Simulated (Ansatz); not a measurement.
Band structure of NbC (Fm-3m, 2 atoms in the cell).

```yaml
crystal:
  lattice:
    - [0.00000, 2.22632, 2.22632]
    - [2.22632, 0.00000, 2.22632]
    - [2.22632, 2.22632, 0.00000]
  atoms:
    - { symbol: Nb, position: [0.00000, 0.00000, 0.00000] }
    - { symbol: C, position: [0.50000, 0.50000, 0.50000] }
```

Level of theory: PBE (plane waves, PAW; Ansatz, a quantum-chemistry and plane-wave program).

Settings: basis.ecutwfc = 420 eV; kpoints.mp_grid.grid = 10 10 10; hamiltonian.xc = pbe; hamiltonian.pseudopotentials = {kind: paw} (the program's default PAW files); scf.occupations.method = gaussian; scf.occupations.width = 0.1 eV; kpoints.band_path.npoints = 8.

The starting cell comes from a database of computed structures (which also holds hypothetical and non-ambient phases and stackings), without a prior relaxation at this level. Its lattice was rescaled by a random factor within 2.5 % of one. Spin polarisation is off.

Levels in eV from the Fermi level, bands 5 to 12:
| point | 5 | 6 | 7 | 8 | 9 | 10 | 11 | 12 |
|---|---|---|---|---|---|---|---|---|
| Γ | -13.40 | -1.24 | -1.24 | -1.24 | -0.14 | -0.14 | -0.14 | 0.45 |
| X | -12.08 | -4.15 | -3.76 | -1.22 | -1.22 | 2.12 | 3.38 | 3.38 |
| W | -11.25 | -4.59 | -4.32 | -4.32 | 1.65 | 1.65 | 3.39 | 5.38 |
| K | -11.34 | -5.11 | -4.14 | -3.44 | -0.22 | 2.62 | 3.57 | 5.75 |
| L | -9.68 | -7.53 | -5.10 | -5.10 | 2.26 | 2.26 | 3.72 | 5.90 |
| U | -11.34 | -5.11 | -4.14 | -3.44 | -0.22 | 2.62 | 3.57 | 5.75 |

Bands cross the Fermi level along this path, so the cell is metallic at this level.

Keys are those of Ansatz 0.2.
